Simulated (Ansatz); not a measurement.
The starting structures come from a database of crystals and need not be the phases stable at ambient conditions.

By PBEsol, the system below comes out a metal.

The ballistic (Sharvin) conductance counts the channels at the Fermi level: G/A = (e²/h) × channels of both spins per area.

Here is the system:

```
WP2
1.0
    3.19052     0.00000     0.00000
    0.00000     7.48152     0.00000
    1.59526    -2.07622     3.69578
P W
4 2
Direct
  0.86178   0.02500   0.27644
  0.13822   0.97500   0.72356
  0.59979   0.59962   0.80042
  0.40021   0.40038   0.19958
  0.15799   0.29298   0.68402
  0.84201   0.70702   0.31598
```

The cell is taken as given; by PBEsol it stands under a pressure of -3.4 GPa.

The current flows along the normal of the first two printed cell vectors. No spin-orbit coupling; the value is a mean over 0.1 eV about the Fermi level.

Question: Predict the ballistic conductance per area from PBEsol run with Ansatz (a first-principles code).

Answer: 0.23 × 10¹⁵ S/m² for both spins.
